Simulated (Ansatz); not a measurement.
WSi2 (model structure, started from the C54 type, Fddd, No. 70, 6 atoms in the cell) was calculated with LDA (PAW; Ansatz, a first-principles code).

The input as run:

Ansatz 0.2 input:
```yaml
crystal:
  lattice:
    - [0.0, 3.8925171283, 4.3975554597]
    - [2.2510634301, 0.0, 4.3975554597]
    - [2.2510634301, 3.8925171283, 0.0]
  atoms:
    - { symbol: Si, position: [0.6639812354, 0.3360187646, 0.6639812354] }
    - { symbol: Si, position: [0.3360187646, 0.6639812354, 0.3360187646] }
    - { symbol: Si, position: [0.5860187646, 0.9139812354, 0.5860187646] }
    - { symbol: Si, position: [0.9139812354, 0.5860187646, 0.9139812354] }
    - { symbol: W, position: [0.0, 0.0, 0.0] }
    - { symbol: W, position: [0.25, 0.25, 0.25] }
basis:
  ecutwfc: 520
  ecutrho_ratio: 4
  xc_grid: 2
kpoints:
  mp_grid: { grid: [16, 16, 16] }
hamiltonian:
  xc: lda
  dispersion: none
  pseudopotentials: { kind: paw }
scf:
  occupations: { method: fermi_dirac, width: 0.05 }
output:
  forces: true
  stress: true
  eigenvalues: true
relax:
  f_tol: 0.004
  escape_saddle: false
  max_steps: 80
  cell: { stress_tol: 0.02, fix: [volume] }
```

Output (set-up and result lines):

```
Relaxation: its limit of steps is 80 (relax.max_steps)
Crystal: 6 atoms, lattice volume = 77.065 Å³
Basis set: ecut = 520 eV, 2071 PW (Γ), exchange–correlation on 90×80×72 points (8 copies of the dense FFT grid, shifted against one another)
Bands: 28, of which v1, the nominal top of the filled ones, is band 22 counted from 1 (21 counted from 0)
Symmetry: 8 space group operations
Space group: Fddd (ITA 70), of the structure as read, at distance tolerance 4.3e-5 Å
k-points: 621 of 4096
Functional: x = slater, c = lda
SCF iter   1: F=—  HF=-22696.213415 eV  |F-HF|=—  |Δ(HF+E_count)|=         —  Δρ=1.11e-2  dr2=1.42e-1
SCF iter   2: F=—  HF=-22696.189028 eV  |F-HF|=—  |Δ(HF+E_count)|=   2.44e-2  Δρ=5.65e-3  dr2=3.24e-2
  ...
SCF 1 converged in 6 iterations: F = -22696.182276 eV  dr2 = 4.10e-9
Crystal: 6 atoms, lattice volume = 77.065 Å³
Initial density: handed on by an earlier stage of this run
SCF 2 converged in 3 iterations: F = -22696.182366 eV  dr2 = 4.22e-8
Crystal: 6 atoms, lattice volume = 77.065 Å³
SCF 3 converged in 3 iterations: F = -22696.182377 eV  dr2 = 2.07e-9
Crystal: 6 atoms, lattice volume = 77.065 Å³
SCF 4 converged in 3 iterations: F = -22696.182378 eV  dr2 = 4.45e-10
Crystal: 6 atoms, lattice volume = 77.065 Å³
SCF iter   3: F=—  HF=-22696.182378 eV  |F-HF|=—  |Δ(HF+E_count)|=  3.64e-11  Δρ=2.54e-7  dr2=3.49e-11
SCF iter   4: F=-22696.182378 eV  HF=-22696.182378 eV  |F-HF|=7.28e-12  |Δ(HF+E_count)|=  3.64e-12  Δρ=2.65e-8  dr2=4.54e-13
SCF 5 converged in 4 iterations: F = -22696.182378 eV  dr2 = 4.54e-13
SCF converged after 4 iterations
Free energy (F): -22696.182378 eV
Internal energy: -22696.169428 eV  (E = F + TS)
E sigma→0 (E₀):  -22696.175903 eV
Fermi energy:    17.462724 eV
--- Forces (eV/Å), atoms counted from 1 ---
  atom   1  Si     0.00000000     0.00042907    -0.00000000
  atom   2  Si    -0.00000000    -0.00042907     0.00000000
  atom   3  Si     0.00000000    -0.00042907    -0.00000000
  atom   4  Si     0.00000000     0.00042907     0.00000000
  atom   5  W     -0.00000000    -0.00000000     0.00000000
  atom   6  W      0.00000000     0.00000000     0.00000000
--- Stress (GPa, compression-positive) ---
        5.008556       0.000000       0.000000
        0.000000       4.999041       0.000000
        0.000000       0.000000       5.024115
  P = ⅓ Tr σ = 5.0106 GPa (50.106 kbar)
```

The cell is one volume of an energy–volume scan, off the minimum.

The PAW data were made under PBE.

Note: the run has no spin polarisation, so it can have missed a magnetic state. Note: the relaxation could raise the start's symmetry but not lower it, so the cell can be a saddle point.

It cost about 8 core-minutes (a rough figure) of CPU time.

A model structure was made by putting elements into a prototype or built by hand; it is no filed structure, need not be a known phase, and can be a saddle point held by its symmetry.
